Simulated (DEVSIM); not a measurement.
Device: illuminated GaSb p-on-n cell, one wavelength, at 300 K.

| layer (left to right) | material | thickness (μm) | Nd (cm⁻³) | Na (cm⁻³) | τn (s) | τp (s) | absorption coefficient (cm⁻¹) |
|---|---|---|---|---|---|---|---|
| 1 | GaSb | 0.120 | - | 7.2e17 | 1.1e-11 | 6.7e-12 | 5400 |
| 2 | GaSb | 0.580 | 2.7e15 | - | 4.5e-10 | 4.5e-10 | 5400 |

Left contact: ohmic, minority electron recombination velocity 5000 cm/s. Right contact: ohmic, minority hole recombination velocity 2000 cm/s. Voltage is applied to the left contact. Recombination: SRH at mid-gap, radiative, Auger. Light enters at the left, 8.1e17 photons cm⁻² s⁻¹, one pass, no reflection. Mobility is μmin + (μ − μmin)/(1 + (N/Nref)^α).

This is a model device: material constants are rounded textbook-type values typed into the input, and sizes, dopings and lifetimes were drawn at random. Values at 300 K; Nc and Nv go as T^1.5, mobilities as T to minus their exponent, the gap by Varshni's rule with the affinity fixed.

```tsv
parameter	GaSb
gap (eV)	0.726
affinity (eV)	4.06
permittivity	15.7
Nc (cm⁻³)	2.1e17
Nv (cm⁻³)	1.8e19
μn (cm²/Vs)	5000
μp (cm²/Vs)	850
μn,min	1000
μp,min	190
Nref,n	2.8e17
Nref,p	9e17
αn	1.05
αp	0.65
T exponent of μn	2
T exponent of μp	1.7
B (cm³/s)	1e-10
Cn (cm⁶/s)	5e-30
Cp (cm⁶/s)	5e-30
Varshni α (eV/K)	0.00042
Varshni β (K)	140
```

DEVSIM, 1D drift-diffusion, Boltzmann statistics, complete ionisation; no tunnelling, impact ionisation, image-force lowering or self-heating.

The temperature was swept, all else fixed.

| temperature (K) | potential step across the device at zero bias (V) | dark forward voltage at 100 A/cm² (V) | largest field in the device at zero bias (V/cm) |
|---|---|---|---|
| 250 | 0.593 | 0.520 | 39000 |
| 300 | 0.530 | 0.443 | 42000 |
| 350 | 0.465 | 0.363 | 45000 |
| 400 | 0.397 | [?] | 47000 |
| 450 | 0.329 | 0.202 | 50000 |
| 500 | 0.272 | 0.128 | 52000 |

**Question.** Fill in the missing entries.

**Answer.** 
- 400, dark forward voltage at 100 A/cm² (V): 0.282
